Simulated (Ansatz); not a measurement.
The starting structures come from a database of crystals and need not be the phases stable at ambient conditions.

**Evanescent states of Sr4As2O (I4/mmm, not sure to be the ambient phase, 7 atoms a cell, 27.6 Å³ an atom) along the normal of (001)**

Method: r2SCAN (plane waves, PAW; Ansatz, a program for electronic structure).

The gap is the functional's own. No spin-orbit coupling. Mid-gap values are interpolated on the energy grid.

Energies count from the valence-band top; κ is the least over a 6×6 mesh across the current.

```json
[
 {"E (eV)": "0.04", "κ (1/Å)": "0.047", "where": "Γ"},
 {"E (eV)": "0.14", "κ (1/Å)": "0.079", "where": "Γ"},
 {"E (eV)": "0.23", "κ (1/Å)": "0.099", "where": "Γ"},
 {"E (eV)": "0.32", "κ (1/Å)": "0.114", "where": "Γ"},
 {"E (eV)": "0.41", "κ (1/Å)": "___", "where": "Γ"},
 {"E (eV)": "0.49", "κ (1/Å)": "___", "where": "Γ"},
 {"E (eV)": "0.58", "κ (1/Å)": "___", "where": "Γ"},
 {"E (eV)": "0.68", "κ (1/Å)": "___", "where": "Γ"},
 {"E (eV)": "0.77", "κ (1/Å)": "___", "where": "Γ"},
 {"E (eV)": "0.85", "κ (1/Å)": "0.156", "where": "Γ"},
 {"E (eV)": "0.94", "κ (1/Å)": "0.158", "where": "Γ"},
 {"E (eV)": "1.03", "κ (1/Å)": "0.160", "where": "Γ"},
 {"E (eV)": "1.12", "κ (1/Å)": "0.160", "where": "Γ"},
 {"E (eV)": "1.22", "κ (1/Å)": "0.160", "where": "Γ"},
 {"E (eV)": "1.30", "κ (1/Å)": "0.158", "where": "Γ"},
 {"E (eV)": "1.40", "κ (1/Å)": "0.156", "where": "Γ"},
 {"E (eV)": "1.49", "κ (1/Å)": "0.125", "where": "Γ"}
]
```

Complete the blanks.


- 0.41, κ (1/Å): 0.126
- 0.49, κ (1/Å): 0.135
- 0.58, κ (1/Å): 0.142
- 0.68, κ (1/Å): 0.148
- 0.77, κ (1/Å): 0.153
